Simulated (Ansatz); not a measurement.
We consider Co3C (model structure, started from the D03 type, Fm-3m, No. 225, 4 atoms in the cell), described by LDA (PAW; Ansatz, a quantum-chemistry and plane-wave program).

Run with plane-wave cutoff 520 eV, 18×18×18 k mesh, Fermi–Dirac smearing 0.05 eV, spin-polarised with parallel moments, scalar-relativistic PAW data made under PBE.

Cell (relaxed at this level):

```cif
data_CCo3
_chemical_formula_sum 'C1 Co3'
_space_group_name_H-M_alt 'P 1'
_space_group_IT_number 1
_cell_length_a 3.66942
_cell_length_b 3.66942
_cell_length_c 3.66942
_cell_angle_alpha 60.000
_cell_angle_beta 60.000
_cell_angle_gamma 60.000
loop_
_space_group_symop_operation_xyz
  'x, y, z'
loop_
_atom_site_label
_atom_site_type_symbol
_atom_site_fract_x
_atom_site_fract_y
_atom_site_fract_z
_atom_site_occupancy
C1 C 0.00000 0.00000 0.00000 1
Co1 Co 0.50000 0.50000 0.50000 1
Co2 Co 0.25000 0.25000 0.25000 1
Co3 Co 0.75000 0.75000 0.75000 1
```
Starting moments (μB, in the order of the record's atoms C Co Co Co): 0.0 3.0 3.0 3.0.

**Question.** Estimate the bulk modulus B0 that the calculation returns.

**Answer.** 
bulk modulus B0: 270 GPa

The run finds no gap.

Note: the magnetic order was assumed, not searched for or taken from measurement; the bulk modulus is −V dP/dV from two relaxed cells at ±2 % in volume; the relaxation could raise the start's symmetry but not lower it, so the cell can be a saddle point.

The computed numbers hold no vibrational or temperature effects.

Cost on a shared machine: very roughly 6 core-minutes.

A model structure was made by putting elements into a prototype or built by hand; it is no filed structure, need not be a known phase, and can be a saddle point held by its symmetry.
